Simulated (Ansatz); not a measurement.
## YSb in the rock salt structure (space group Fm-3m, No. 225)

```yaml
crystal:
  lattice:
    - [0.00000, 3.05843, 3.05843]
    - [3.05843, 0.00000, 3.05843]
    - [3.05843, 3.05843, 0.00000]
  atoms:
    - { symbol: Y, position: [0.50000, 0.50000, 0.50000] }
    - { symbol: Sb, position: [0.00000, 0.00000, 0.00000] }
```

Method: PBEsol/PAW in Ansatz (a quantum-chemistry and plane-wave program), without spin-orbit coupling. Γ-centred 13×13×13 mesh, Fermi–Dirac width 0.05 eV.

| Quantity | Result |
|---|---|
| Volume per atom | 28.61 Å³ |
| Density | 6.11 g/cm³ |
| Band gap | zero |
| Total energy | -5102.789 eV/atom (σ→0; compares only within this code and set-up) |

Stability against distortions was not tested. All final runs are without spin polarisation.
